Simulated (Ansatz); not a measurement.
The starting structures come from a database of crystals and need not be the phases stable at ambient conditions.

Evanescent states of Rb₃ZnH₅ (I4/mcm, not sure to be the ambient phase, 18 atoms a cell, 19.8 Å³ an atom) along the normal of (001)

Calculation: r2SCAN (plane waves, PAW; Ansatz, a quantum-chemistry and plane-wave program).

The gap is the functional's own, uncorrected, and κ follows it; spin-orbit coupling is left out. Mid-gap values are interpolated between the computed energies.

Energies count from the valence-band top; κ is the least over a 4×4 mesh across the current.

| E (eV) | κ (1/Å) | where |
|---|---|---|
| 0.09 | 0.138 | Γ |
| 0.27 | 0.221 | Γ |
| 0.45 | 0.267 | Γ |
| 0.63 | 0.297 | Γ |
| 0.81 | 0.317 | Γ |
| 0.99 | (withheld) | Γ |
| 1.17 | (withheld) | Γ |
| 1.35 | (withheld) | Γ |
| 1.53 | (withheld) | Γ |
| 1.71 | (withheld) | Γ |
| 1.89 | (withheld) | Γ |
| 2.07 | (withheld) | Γ |
| 2.25 | (withheld) | Γ |
| 2.43 | (withheld) | Γ |
| 2.61 | (withheld) | Γ |
| 2.79 | (withheld) | Γ |
| 2.97 | 0.281 | Γ |
| 3.15 | 0.255 | off Γ |
| 3.33 | 0.216 | off Γ |
| 3.51 | 0.163 | off Γ |
| 3.69 | 0.072 | off Γ |

### Question
Some entries are withheld; supply them.

### Answer

- 0.99, κ (1/Å): 0.332
- 1.17, κ (1/Å): 0.342
- 1.35, κ (1/Å): 0.348
- 1.53, κ (1/Å): 0.351
- 1.71, κ (1/Å): 0.351
- 1.89, κ (1/Å): 0.349
- 2.07, κ (1/Å): 0.344
- 2.25, κ (1/Å): 0.337
- 2.43, κ (1/Å): 0.327
- 2.61, κ (1/Å): 0.315
- 2.79, κ (1/Å): 0.300
